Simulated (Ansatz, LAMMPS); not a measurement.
**Ge well of 20 atomic layers along [001] in random Si0.3Ge0.7, interfaces graded over 8 layers**

Cell 17.02 × 17.02 × 63.17 Å, Si129Ge663, 792 atoms. Prepared with Tersoff's 1989 multicomponent potential (SiCGe.tersoff) in LAMMPS: minimisation. 

Method: PBE, support functions at accuracy medium on the grid of 370 eV (norm-conserving potentials; Ansatz, a program for electronic structure).

Basis: localised support functions (accuracy medium) on a full density matrix. k-points: zone centre alone; occupations: Fermi-Dirac, 0.010 eV; spin polarisation not allowed. No spin-orbit coupling.

```yaml
Kohn-Sham gap of the cell on its k-mesh: 0.06 eV
weight_of_the_highest_filled_level_on_the_well: 0.87
weight_of_the_lowest_empty_level_on_the_well: 0.51
coordination (neighbours within 2.964 Å): 100.0 % 4-fold
Ge-Ge bonds, mean ± spread: 2.482 ± 0.006 Å
Ge-Si bonds, mean ± spread: 2.437 ± 0.007 Å
Si-Si bonds, mean ± spread: 2.389 ± 0.008 Å
bond angles, mean ± spread: 109.5° ± 1.1°
pressure: 0.36 GPa
cost_of_the_final_run: about 30 core-minutes (a rough figure), 12 SCF iterations, 16 GiB
```
